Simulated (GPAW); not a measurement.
Band structure of La2O3 (P-3m1, 5 atoms in the cell).

```yaml
crystal:
  lattice:
    - [1.92666, -3.33707, 0.00000]
    - [1.92666, 3.33707, 0.00000]
    - [0.00000, 0.00000, 5.99514]
  atoms:
    - { symbol: La, position: [0.33333, 0.66667, 0.24700] }
    - { symbol: La, position: [0.66667, 0.33333, 0.75300] }
    - { symbol: O, position: [0.00000, 0.00000, 0.00000] }
    - { symbol: O, position: [0.33333, 0.66667, 0.64700] }
    - { symbol: O, position: [0.66667, 0.33333, 0.35300] }
```

Method of the run: PBE, GPAW PAW datasets PBE (gpaw-data 1.0.1) (plane waves; GPAW 25.7.0).

Settings: mode = pw; ecut = 900 eV; xc = PBE; kpts = 7 7 4; mesh shift (steps) = 0 0 0; occupations.name = fermi-dirac; occupations.width = 0.02 eV; nbands = -8; convergence.bands = -6; symmetry.symmorphic = false; symmetry.tolerance = 0.0005; maxiter = 120; bandpath_npoints = 40.

The starting cell has typed, rounded lattice constants, without a prior relaxation at this level. Its lattice was rescaled by a random factor within 2.5 % of one.

Problem. Predict the gap along the standard path and the places of the band edges.

Solution. The gap along the path is 3.83 eV, from L to K; the smallest direct gap on it is 3.91 eV.

Levels in eV from the top of the valence band on the SCF mesh, bands 17 to 24:
```csv
point,17,18,19,20,21,22,23,24
Γ,-1.80,-0.43,-0.43,-0.20,4.45,4.76,4.76,5.52
M,-0.74,-0.73,-0.36,-0.34,3.96,4.90,5.45,5.49
K,-0.90,-0.87,-0.87,-0.05,3.86,4.98,4.98,5.26
A,-1.14,-0.87,-0.29,-0.29,4.89,4.95,4.95,5.20
L,-1.00,-0.76,-0.36,0.03,4.60,4.74,5.31,5.50
H,-0.50,-0.26,-0.26,-0.24,4.29,5.04,5.20,5.20
```
